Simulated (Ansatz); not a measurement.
System: MoPt₂ (Immm, No. 71). Method: PBEsol (Ansatz, a program for electronic structure, PAW).

Run with plane-wave cutoff 520 eV, 24×24×24 k mesh, Fermi–Dirac smearing 0.05 eV, no spin polarisation, scalar-relativistic PAW data made under PBE.

Shape and atoms are relaxed at each volume.

Pressure at four volumes; x = ln(V/14.867 Å³). One pressure is withheld.

| V (Å³/atom) | x | P (GPa) |
|---|---|---|
| 14.272 | -0.0408 | ? |
| 14.570 | -0.0202 | 6.48 |
| 14.867 | 0.0000 | 0.00 |
| 15.462 | 0.0392 | -10.83 |

**Question.** Pass a parabola P(x) through the three rows shown, estimate the bulk modulus and its pressure derivative near zero pressure, and predict the withheld pressure.

**Answer.** Slopes between the rows: (0.00 − (6.48))/(0.0000 − (-0.0202)) = -320.79 and (-10.83 − (0.00))/(0.0392 − (0.0000)) = -276.28 GPa. Their difference over the span 0.0594 is c = 44.51/0.0594 = 749.3 GPa, so P(x) = 6.48 + (-320.79)(x − (-0.0202)) + 749.3 (x − (-0.0202))(x − (0.0000)). At the middle row B = −dP/dx = −[-320.79 + 749.3 × 0.0202] = 305.7 GPa, and B′ = dB/dP = 2c/B = 4.9. At x = -0.0408 the parabola gives 13.72 GPa; the run gives 13.77 GPa. The Birch–Murnaghan fit to the energies at all volumes has B0 = 305 GPa and B′ = 5.0.

Note: the relaxation could not lower the start's symmetry, so the cell can be a saddle point above a distorted one.

Spin–orbit coupling is not included.
